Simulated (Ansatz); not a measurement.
Take K2S in the anti-fluorite structure (space group Fm-3m, No. 225; a = 7.336 Å) as the base.

Method: DFT with PBEsol, PAW potentials and a 420 eV plane-wave cutoff in Ansatz (a program for electronic structure), no spin-orbit coupling.

For the base:

| Property | Result |
|---|---|
| Width of the top valence band | 0.23 eV |
| Electron mass | 0.35 mₑ (at Γ) |
| Valley order | Γ 2.35 eV; X along ⟨100⟩ 3.42 eV |

Now apply this change: the cell is scaled by 0.9900 in all directions; the atoms relax in the strained cell.

Task: What happens to the width of the top valence band, electron mass and valley order?

Result: The width of the top valence band goes up by 0.03 eV, from 0.23 eV to 0.26 eV; the electron mass is still 0.35 mₑ (at Γ); the valley order (the lowest conduction-band minima on the path, energy above the VBM, named in the base's zone) goes from Γ 2.35 eV; X along ⟨100⟩ 3.42 eV to Γ 2.42 eV; X along ⟨100⟩ 3.43 eV.

The levels and masses belong to the bands next to the band gap. Masses are band curvatures over ±0.01 Å⁻¹ around the edge. Stability against distortions was not tested.
